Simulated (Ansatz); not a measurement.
## CdSe, response to strain

Consider CdSe in the zinc blende structure (space group F-43m, No. 216; a = 6.133 Å). Axes: x, y, z lie along the cube axes.

Strains are applied to the cell and any free atomic positions relax; under biaxial strain the out-of-plane vector relaxes too.

Level of theory: DFT with r2SCAN, PAW potentials and a 500 eV plane-wave cutoff in Ansatz (an electronic-structure program), no spin-orbit coupling.

```json
[
 {"biaxial strain, plane normal [001], relaxed out of plane (%)": "0", "out-of-plane strain (%)": "0.00"},
 {"biaxial strain, plane normal [001], relaxed out of plane (%)": "0.5", "out-of-plane strain (%)": "?"},
 {"biaxial strain, plane normal [001], relaxed out of plane (%)": "1", "out-of-plane strain (%)": "-1.46"},
 {"biaxial strain, plane normal [001], relaxed out of plane (%)": "1.5", "out-of-plane strain (%)": "-2.21"},
 {"biaxial strain, plane normal [001], relaxed out of plane (%)": "2", "out-of-plane strain (%)": "-2.97"},
 {"biaxial strain, plane normal [001], relaxed out of plane (%)": "2.5", "out-of-plane strain (%)": "-3.74"},
 {"biaxial strain, plane normal [001], relaxed out of plane (%)": "3", "out-of-plane strain (%)": "-4.52"}
]
```

Question: Fit ε⊥ = −νε + γε² (strains in %) to the rows shown and predict the withheld row.

Answer: Least squares on the printed values gives ν = 1.44 (the biaxial Poisson response) and γ = -0.023 (largest residual 0.00 %); this predicts -0.73 %, and the run gives -0.72 %, in agreement.

Whether these cells are dynamically stable was not tested.
